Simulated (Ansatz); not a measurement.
The starting structures come from a database of crystals and need not be the phases stable at ambient conditions.

Inside the gap of an insulator the Bloch states are evanescent, with a wavenumber k + iκ along the transport direction.

Input:

```
CELL_PARAMETERS angstrom
      5.82798     0.00000     0.00000
     -2.91399     9.00663     0.00000
      2.91399     1.82917     8.81893
ATOMIC_POSITIONS crystal
  Cs 0.35459 0.12062 0.87938
  Cs 0.64541 0.87938 0.12062
  Cs 0.11335 0.37938 0.62062
  Cs 0.88665 0.62062 0.37938
  Zn 0.50000 0.25000 0.25000
  Zn 0.50000 0.75000 0.75000
  Zn 0.22612 0.47612 0.02388
  Zn 0.77388 0.52388 0.97612
  Zn 0.77388 0.02388 0.47612
  Zn 0.22612 0.97612 0.52388
  S  0.58737 0.52397 0.79067
  S  0.41263 0.47603 0.20933
  S  0.41263 0.79067 0.52397
  S  0.58737 0.20933 0.47603
  S  0.85407 0.97603 0.70933
  S  0.14593 0.02397 0.29067
  S  0.14593 0.70933 0.97603
  S  0.85407 0.29067 0.02397
```

Space group of this cell: Ibam. The cell is taken as given; by PBEsol its mean pressure is -1.3 GPa.

Transport runs along the normal of the first two printed cell vectors.

The gap is the functional's own, uncorrected, and κ follows it; spin-orbit coupling is left out. Mid-gap values are interpolated between the computed energies.

Problem. Estimate the band gap and the smallest decay constant κ at mid-gap that PBEsol (Ansatz, a first-principles code) returns for this system.

Solution. Gap 2.70 eV on a 6×6×6 mesh; κ = 0.208 1/Å, at the zone centre.
